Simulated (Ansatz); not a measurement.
We consider SiO2 (P4₁2₁2, No. 92), described by PBE-D4 in Ansatz (PAW).

Numerical settings: plane-wave cutoff 520 eV, 8×8×6 k mesh (along the axes of the cell as run), Fermi–Dirac smearing 0.01 eV, scalar-relativistic PAW data made under PBE.

Shape and atoms are relaxed at each volume.

The direct gap at Γ against volume; x = 100 ln(V/13.747 Å³). One gap is withheld.

```
V (Å³/atom)      x  gap (eV)
-----------  -----  --------
13.197       -4.08     5.715
13.472       -2.02     5.687
13.747        0.00     5.660
14.022        1.98     5.632
14.297        3.92         ?
```

Q: Fit a straight line to the rows shown, give the volume deformation potential and predict the withheld gap.

A: Means of the 4 rows: x̄ = -1.030, ȳ = 5.6735 eV. Σ(x − x̄)(y − ȳ) = -0.2788 and Σ(x − x̄)² = 20.404, so the slope is -0.0137 eV per unit of x, and dE_g/d ln V = -1.4 eV. At x = 3.92: 5.6735 + (-0.0137) × (3.92 − (-1.030)) = 5.606 eV. The run gives 5.604 eV, 0.002 eV below the line.

Note: the bulk modulus comes from volumes at which shape and atoms were relaxed.

Ansatz is a quantum-chemistry and plane-wave program.
